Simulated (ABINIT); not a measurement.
## Equation of state of cubic perovskite BaHfO3 (space group 221): energy against volume (ABINIT, LDA)

```yaml
crystal:
  lattice:
    - [4.00782, 0.00000, 0.00000]
    - [0.00000, 4.00782, 0.00000]
    - [0.00000, 0.00000, 4.00782]
  atoms:
    - { symbol: Ba, position: [0.00000, 0.00000, 0.00000] }
    - { symbol: Hf, position: [0.50000, 0.50000, 0.50000] }
    - { symbol: O, position: [0.50000, 0.00000, 0.50000] }
    - { symbol: O, position: [0.00000, 0.50000, 0.50000] }
    - { symbol: O, position: [0.50000, 0.50000, 0.00000] }
```

Level of theory: LDA (PW92), norm-conserving pseudopotentials (PseudoDojo nc-sr-04 LDA standard) (plane waves; ABINIT 10.0.3). Settings: pseudos = [Ba.upf, Hf.upf, O.upf]; ecut = 1497 eV; occopt = 3; tsmear = 0.01 eV; ngkpt = 8 8 8; nshiftk = 1; shiftk = 0 0 0; potentials = PseudoDojo nc-sr-04 LDA standard; nband = 27; kptopt = 1; nstep = 100; toldfe = 1e-09 Ha. The cell above is the first row's. The rows scale it uniformly. In all rows fractional positions and the k mesh are held. E is the free energy at the stated smearing, counted from the lowest row.

```
V (Å^3/atom)  E (meV/atom)
------------  ------------
12.8752              40.77
13.1551              18.87
13.4350               5.58
13.7149               0.00
13.9948               1.33
14.2747               8.83
14.5546              21.88
14.8344              39.88
15.1143                  ?
```

Taking the third-order Birch-Murnaghan form, a cubic in V^(-2/3) for E over the 8 complete rows: With u = V^(-2/3) - 0.174, the rows have u = 0.008039, 0.005447, 0.002946, 0.000531, -0.001804, -0.004063, -0.006248, -0.008365. Least squares gives E = -0.273 + 200.69·u + 604127·u² + 749389·u³. Residuals (row less fit): -0.002, 0.004, -0.001, -0.004, 0.003, -0.004, 0.006, -0.002; standard error 0.005 (degrees of freedom: 4). Its minimum lies at u = -0.000166, so V0 = (0.173834)^(-3/2) = 13.80. There d²E/du² = 1208000 and d³E/du³ = 4496000, so B0 = (4/9) × 13.80^(-7/3) × 1208000 × 0.160218 = 188 GPa (the last factor turns the table's units into GPa), and B0' = 4 + (2/3) × 0.173834 × (4496000)/1208000 = 4.4. The program's pressures in the fitted runs (not shown) pass through zero at V = 13.80, 0.00 % from this V0.

Q: Estimate the missing E (V = 15.1143); what did the run itself give?

A: u = -0.010416, so E = -0.273 + 200.69 × (-0.010416) + 604127 × (-0.010416)² + 749389 × (-0.010416)³ = 62.333 meV/atom. The calculation gives 62.33 meV/atom, which the fit meets to the printed digits. The row lies outside the fitted rows, so this is an extrapolation. From the scatter of the fitted rows alone, a prediction at this place has a standard error of 0.013 meV/atom, so the miss is 0.2 times that.

Carrying the step between the two nearest rows on in a straight line would have given 57.89, off by 4.44; series whose last step already gives the withheld value aren't shown. The scan was laid around a cell of about the measured size, scaled by a guess for this functional. The runs keep the symmetry of the cell, so they don't test it for distortions. The LDA file for Ba was generated anew from PseudoDojo's inputs, some of which were changed. Spin-orbit coupling is off. Cutoffs and mesh are single choices, not tested for convergence of this quantity. Series with a scatter that would blur these digits, or in which a gap closes, are not shown. Nor are scans whose minimum lies at an end fitted in this form.
